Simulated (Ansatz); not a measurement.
Consider interstitial O in zinc-blende BN, neutral cell. The step: one O atom jumps by itself (a rearrangement that moves the defect's centre by under 1 Å); the atom moves 0.83 Å along (-0.16, 0.00, -0.16) of the unit cell; the moving atom starts with neighbours B at 1.32, 2 B at 1.97; N at 1.32, N at 1.91 Å and ends with B at 1.32, 2 B at 1.97; N at 1.32, N at 1.91 Å. A PBE band in Ansatz (plane-wave PAW, a 2×2×2 k-point mesh shifted by half a step, 64 host sites, 84 SCF runs with any check of the saddle's order, static, no finite-size correction) gives a forward barrier of 0.083 eV. The program found a first-order saddle point. The charge state is imposed; whether it is stable for some Fermi level was not computed. Sites that were not tried may lie lower. The start lies 0.12 eV above the lowest site run (PBE).

Single points at the band's start and saddle point can refine it. Rough cost of one point, in units of the band's mean SCF on the same machine:

```
Level                                                          Cost of one point
-------------------------------------------------------------  -----------------
PBE, a 3×3×3 k-point mesh shifted by half a step                         about 3
r2SCAN at 500 eV, a 2×2×2 k-point mesh shifted by half a step            about 2
```

Problem. Which of these move the barrier by more than 0.1 eV, and how far does each move it?

Solution. Not one does. PBE, a 3×3×3 k-point mesh shifted by half a step: 0.00 eV; r2SCAN at 500 eV, a 2×2×2 k-point mesh shifted by half a step: 0.00 eV. Each functional is compared with PBE at the same k-points.

Ansatz is a first-principles code.
